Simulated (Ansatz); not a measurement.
An Ansatz (a quantum-chemistry and plane-wave program) input for (Si,Ge) alloy cell Ge3Si (hexagonal diamond (lonsdaleite) start):

Ansatz 0.2 input:
```yaml
crystal:
  lattice:
    - [-3.995673176, 0.000000046, -6.605819474]
    - [3.99852922, -0.000000047, -6.607548001]
    - [3.997101278, -6.922740364, -0.000864264]
  atoms:
    - { symbol: Ge, position: [0.301903404, 0.636433582, 0.163646412] }
    - { symbol: Ge, position: [0.797768584, 0.140061173, 0.15955472] }
    - { symbol: Ge, position: [0.305089581, 0.625329, 0.673124941] }
    - { symbol: Si, position: [0.801203475, 0.136719968, 0.672223786] }
    - { symbol: Ge, position: [0.702231402, 0.359938817, 0.340445299] }
    - { symbol: Ge, position: [0.198096586, 0.863566364, 0.336353597] }
    - { symbol: Si, position: [0.698796533, 0.363280013, 0.827776218] }
    - { symbol: Ge, position: [0.194910396, 0.874671062, 0.826875034] }
    - { symbol: Ge, position: [0.888213895, 0.549615903, 0.340445285] }
    - { symbol: Ge, position: [0.388257015, 0.050080022, 0.336353592] }
    - { symbol: Ge, position: [0.881964671, 0.548453898, 0.826875066] }
    - { symbol: Si, position: [0.378979718, 0.058943746, 0.82777618] }
    - { symbol: Ge, position: [0.111743003, 0.449920008, 0.163646406] }
    - { symbol: Ge, position: [0.611786161, 0.950384074, 0.159554747] }
    - { symbol: Si, position: [0.121020238, 0.441056235, 0.672223772] }
    - { symbol: Ge, position: [0.61803534, 0.951546136, 0.673124946] }
basis:
  ecutwfc: 420
  ecutrho_ratio: 4
  xc_grid: 2
kpoints:
  mp_grid: { grid: [4, 4, 4] }
hamiltonian:
  xc: pbe
  dispersion: none
  pseudopotentials: { kind: paw }
scf:
  n_extra_bands: 16
  occupations: { method: fermi_dirac, width: 0.01 }
output:
  forces: true
  stress: true
  eigenstates:
    kpoints:
      - [0.0, 0.0, 0.0]
      - [-0.5, -0.5, 0.0]
      - [0.0, 0.0, 0.0]
      - [-0.0625, -0.0625, 0.0]
      - [-0.125, -0.125, 0.0]
      - [-0.1875, -0.1875, 0.0]
      - [-0.25, -0.25, 0.0]
      - [-0.3125, -0.3125, 0.0]
      - [-0.375, -0.375, 0.0]
      - [-0.4375, -0.4375, 0.0]
      - [-0.5, -0.5, 0.0]
      - [-0.5, -0.5, 0.071429]
      - [-0.5, -0.5, 0.142857]
      - [-0.5, -0.5, 0.214286]
      - [-0.5, -0.5, 0.285714]
      - [-0.5, -0.5, 0.357143]
      - [-0.5, -0.5, 0.428571]
      - [-0.5, -0.5, 0.5]
      - [-0.4375, -0.4375, 0.5]
      - [-0.375, -0.375, 0.5]
      - [-0.3125, -0.3125, 0.5]
      - [-0.25, -0.25, 0.5]
      - [-0.1875, -0.1875, 0.5]
      - [-0.125, -0.125, 0.5]
      - [-0.0625, -0.0625, 0.5]
      - [0.0, 0.0, 0.5]
      - [0.0, 0.0, 0.428571]
      - [0.0, 0.0, 0.357143]
      - [0.0, 0.0, 0.285714]
      - [0.0, 0.0, 0.214286]
      - [0.0, 0.0, 0.142857]
      - [0.0, 0.0, 0.071429]
      - [0.0, 0.0, 0.0]
      - [-0.035398, 0.035398, 0.035398]
      - [-0.070795, 0.070795, 0.070795]
      - [-0.106193, 0.106193, 0.106193]
      - [-0.141591, 0.141591, 0.141591]
      - [-0.176988, 0.176988, 0.176988]
      - [-0.212386, 0.212386, 0.212386]
      - [-0.247783, 0.247783, 0.247783]
      - [-0.283181, 0.283181, 0.283181]
      - [-0.318579, 0.318579, 0.318579]
      - [-0.353976, 0.353976, 0.353976]
      - [-0.389374, 0.389374, 0.389374]
      - [-0.424772, 0.424772, 0.424772]
      - [-0.456478, 0.356478, 0.406478]
      - [-0.488185, 0.288185, 0.388185]
      - [-0.519891, 0.219891, 0.369891]
      - [-0.551598, 0.151598, 0.351598]
      - [-0.583304, 0.083304, 0.333304]
      - [-0.615011, 0.015011, 0.315011]
      - [-0.646717, -0.053283, 0.296717]
      - [-0.678424, -0.121576, 0.278424]
      - [-0.71013, -0.18987, 0.26013]
      - [-0.741837, -0.258163, 0.241837]
      - [-0.701531, -0.298469, 0.201531]
      - [-0.661225, -0.338775, 0.161225]
      - [-0.620918, -0.379082, 0.120918]
      - [-0.580612, -0.419388, 0.080612]
      - [-0.540306, -0.459694, 0.040306]
      - [-0.5, -0.5, 0.0]
      - [-0.5, -0.5, 0.5]
      - [-0.575228, -0.424772, 0.575228]
      - [-0.424772, 0.424772, 0.424772]
      - [-0.408111, 0.408111, 0.458111]
      - [-0.39145, 0.39145, 0.49145]
      - [-0.374789, 0.374789, 0.524789]
      - [-0.358128, 0.358128, 0.558128]
      - [-0.341467, 0.341467, 0.591467]
      - [-0.324807, 0.324807, 0.624807]
      - [-0.308146, 0.308146, 0.658146]
      - [-0.291485, 0.291485, 0.691485]
      - [-0.274824, 0.274824, 0.724824]
      - [-0.258163, 0.258163, 0.758163]
      - [-0.221283, 0.221283, 0.721283]
      - [-0.184402, 0.184402, 0.684402]
      - [-0.147522, 0.147522, 0.647522]
      - [-0.110641, 0.110641, 0.610641]
      - [-0.073761, 0.073761, 0.573761]
      - [-0.03688, 0.03688, 0.53688]
      - [0.0, 0.0, 0.5]
      - [-0.5, 0.0, 0.5]
      - [-0.45, 0.0, 0.45]
      - [-0.4, 0.0, 0.4]
      - [-0.35, 0.0, 0.35]
      - [-0.3, 0.0, 0.3]
      - [-0.25, 0.0, 0.25]
      - [-0.2, 0.0, 0.2]
      - [-0.15, 0.0, 0.15]
      - [-0.1, 0.0, 0.1]
      - [-0.05, 0.0, 0.05]
      - [0.0, 0.0, 0.0]
    e_range: [-5.0, 12.0]
    localisation: true
relax:
  f_tol: 0.03
  max_steps: 90
  cell: { stress_tol: 0.15 }
```

Computed with PBE (plane waves to 420 eV, PAW; Ansatz). Scalar-relativistic, without spin–orbit coupling. Its k-point mesh 4×4×4, Fermi–Dirac width 0.01 eV.

Question: What does the end of the output print (band table and long remarks left out, numbers rounded to eight decimals)?

Answer: 
```
SCF converged after 5 iterations
Free energy (F): -54082.546595 eV
Harris-Foulkes:  -54082.546595 eV  (|F-HF|=3.78e-10)
Internal energy: -54082.546243 eV  (E = F + TS)
E sigma→0 (E₀):  -54082.546419 eV
Entropy (-TS):   -0.000353 eV (-0.022 meV/atom)
Fermi energy:    7.734775 eV
--- Per-component energies (eV) ---
  E_band       = -1891.226861
  E_kinetic    = 1491.343468
  E_local      = -32280.420312  (includes V_loc(G=0)·N_el)
  E_nonlocal   = 5124.971958
  E_hartree    = 14248.580722
  E_xc         = -1123.866299
  E_vxc        = -957.417124  (∫ρ·V_xc dr)
  E_paw        = -26290.175575  (= ΣΔE_a)
  E_vpaw       = -3766.869878  (= ΣTr[D̂ρ^β])
  E_aug_tail   = 0.003831  (compensation charges beyond the density's cutoff)
  E_ewald      = -15252.984036
  E_smearing   = -0.000353  (= −TS)
  E_closure    = 0.000000  (closes the sum)
  Σ components = -54082.546595   (vs F -54082.546595, Δ=0.00e0)
--- Forces (eV/Å), atoms counted from 1 ---
  atom   1  Ge    -0.00234926     0.00515725     0.00762064
  atom   2  Ge     0.00360936     0.00511430     0.00860749
  atom   3  Ge    -0.00037438    -0.00275796    -0.00166498
  atom   4  Si    -0.00784384     0.00791980    -0.00631336
  atom   5  Ge    -0.00360936    -0.00511430    -0.00860749
  atom   6  Ge     0.00234926    -0.00515725    -0.00762064
  atom   7  Si     0.00784384    -0.00791980     0.00631336
  atom   8  Ge     0.00037438     0.00275796     0.00166498
  atom   9  Ge     0.00360936    -0.00511430     0.00860749
  atom  10  Ge    -0.00234926    -0.00515725     0.00762064
  atom  11  Ge    -0.00037438     0.00275796    -0.00166498
  atom  12  Si    -0.00784384    -0.00791980    -0.00631336
  atom  13  Ge     0.00234926     0.00515725    -0.00762064
  atom  14  Ge    -0.00360936     0.00511430    -0.00860749
  atom  15  Si     0.00784384     0.00791980     0.00631336
  atom  16  Ge     0.00037438    -0.00275796     0.00166498
  max |Σ_I F_I| component: 2.17e-18 eV/Å
--- Stress (GPa, compression-positive) ---
        0.033041      0.000000      -0.007427
       0.000000       0.013688       0.000000
       -0.007427       0.000000      -0.058449
  P = ⅓ Tr σ = -0.0039 GPa (-0.039 kbar)
--- Relaxed structure (3 steps of the walk, 3 accepted, 1 SCFs on fresh bases) ---
  F+E_penalty+E_count = -54082.54659542 eV   max|allowed force component| = 8.607e-3 eV/Å   (the final SCF, on the basis selected at the relaxed cell)
  cell:  # Å, volume = 365.4891 Å³
    - [-3.99779652, 0.0, -6.59859704]
    - [3.99618730, 0.0, -6.59762185]
    - [3.99699191, -6.92933669, 0.00048760]
  atoms:
    - { symbol: Ge, position: [0.30155054, 0.63708947, 0.16472692] }
    - { symbol: Ge, position: [0.80024083, 0.13887449, 0.16094562] }
    - { symbol: Ge, position: [0.30464748, 0.62754215, 0.67049871] }
    - { symbol: Si, position: [0.80126987, 0.13750652, 0.67023138] }
    - { symbol: Ge, position: [0.69975917, 0.36112551, 0.33905438] }
    - { symbol: Ge, position: [0.19844946, 0.86291053, 0.33527308] }
    - { symbol: Si, position: [0.69873013, 0.36249348, 0.82976862] }
    - { symbol: Ge, position: [0.19535252, 0.87245785, 0.82950129] }
    - { symbol: Ge, position: [0.88929521, 0.54982010, 0.33905438] }
    - { symbol: Ge, position: [0.38682361, 0.05181639, 0.33527308] }
    - { symbol: Ge, position: [0.88414877, 0.54804086, 0.82950129] }
    - { symbol: Si, position: [0.38103849, 0.05773790, 0.82976862] }
    - { symbol: Ge, position: [0.11317639, 0.44818361, 0.16472692] }
    - { symbol: Ge, position: [0.61070479, 0.95017990, 0.16094562] }
    - { symbol: Si, position: [0.11896151, 0.44226210, 0.67023138] }
    - { symbol: Ge, position: [0.61585123, 0.95195914, 0.67049871] }
```

Cost: very roughly 8 core-minutes.
